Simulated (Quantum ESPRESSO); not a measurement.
Worked example: self-consistent single point of VS (P6_3/mmc, 4 atoms in the cell) in Quantum ESPRESSO.

Level of theory: PBEsol, PseudoDojo standard norm-conserving (PBESOL) pseudopotentials (plane waves; Quantum ESPRESSO).

```
CELL_PARAMETERS angstrom
      3.68690     0.00000     0.00000
     -1.84345     3.19295     0.00000
      0.00000     0.00000     5.36435
ATOMIC_POSITIONS crystal
  V  0.00000 0.00000 0.50000
  V  0.00000 0.00000 0.00000
  S  0.66667 0.33333 0.75000
  S  0.33333 0.66667 0.25000
```
Moments meant for the start (each program seeds them in its own way; μB, in the order of the atoms V V S S): 2.0 2.0 0.0 0.0.

Reference input (self-consistent single point, DFT, PBEsol, plane waves, PseudoDojo standard norm-conserving (PBESOL) pseudopotentials): ecutwfc = 85 Ry; occupations = smearing; smearing = fermi-dirac; degauss = 0.0073499 Ry; nspin = 2; potentials = {V: V.upf, S: S.upf}; K_POINTS = automatic 8 8 5 0 0 0; conv_thr = 1e-10 Ry; mixing_beta = 0.5. This run's input differs from it in these lines:

```diff
@@ -34,3 +34,3 @@
 K_POINTS automatic
-8 8 5  0 0 0
+10 10 6  0 0 0
```

The program printed (abridged):

```
     Self-consistent Calculation

     iteration #  1     ecut=    85.00 Ry     beta= 0.50

     Threshold (ethr) on eigenvalues was too large:
     Diagonalizing with lowered threshold

     total energy              =    -339.16958589 Ry
     estimated scf accuracy    <       0.07318760 Ry

     total magnetization       =     3.69 Bohr mag/cell
     absolute magnetization    =     3.78 Bohr mag/cell

     iteration #  2     ecut=    85.00 Ry     beta= 0.50

     total energy              =    -339.17996043 Ry
     estimated scf accuracy    <       0.01825489 Ry

     total magnetization       =     3.65 Bohr mag/cell
   [... lines left out ...]

     iteration # 13     ecut=    85.00 Ry     beta= 0.50

     total energy              =    -339.18684935 Ry
     estimated scf accuracy    <          1.4E-09 Ry

     total magnetization       =     3.98 Bohr mag/cell
     absolute magnetization    =     4.10 Bohr mag/cell

     iteration # 14     ecut=    85.00 Ry     beta= 0.50

     Magnetic moment per site  (integrated on atomic sphere of radius R)
     atom   1 (R=0.281)  charge= 11.0421  magn=  1.6630
     atom   2 (R=0.281)  charge= 11.0421  magn=  1.6630
     atom   3 (R=0.281)  charge=  4.4606  magn= -0.0123
     atom   4 (R=0.281)  charge=  4.4606  magn= -0.0123
     End of self-consistent calculation

     Number of k-points >= 100: set verbosity='high' to print the bands.

     the Fermi energy is    12.4469 ev

!    total energy              =    -339.18684935 Ry
     estimated scf accuracy    <          6.8E-11 Ry
     smearing contrib. (-TS)   =      -0.00802184 Ry
     internal energy E=F+TS    =    -339.17882751 Ry

     total magnetization       =     3.98 Bohr mag/cell
     absolute magnetization    =     4.10 Bohr mag/cell

     convergence has been achieved in  14 iterations

     Forces acting on atoms (cartesian axes, Ry/au):

     atom    1 type  1   force =     0.00000000   -0.00000000    0.00000000
   [... zero for the other atoms too ...]

     Total force =     0.000000     Total SCF correction =     0.000000

          total   stress  (Ry/bohr**3)                   (kbar)     P=      -97.78
  -0.00088638   0.00000000  -0.00000000         -130.39        0.00       -0.00
   0.00000000  -0.00088638  -0.00000000            0.00     -130.39       -0.00
   0.00000000   0.00000000  -0.00022123            0.00        0.00      -32.54

   JOB DONE.
```

The run converged in 14 iterations. Against the reference run the free energy hardly moves (within 1 meV/atom), the pressure goes from -9.92 to -9.78 GPa and the size of the net moment hardly changes (0.98 to 0.99 μB/atom).

The starting cell comes from a database of computed structures (which also holds hypothetical and non-ambient phases and stackings), without a prior relaxation at this level. Its lattice was rescaled by a random factor within 2.5 % of one. The magnetic order is the one reached from the typed start; others were not searched systematically. With a pressure of about -10 GPa the cell is away from its equilibrium volume at this level.

Cost on one core of a shared machine: roughly 10 min.
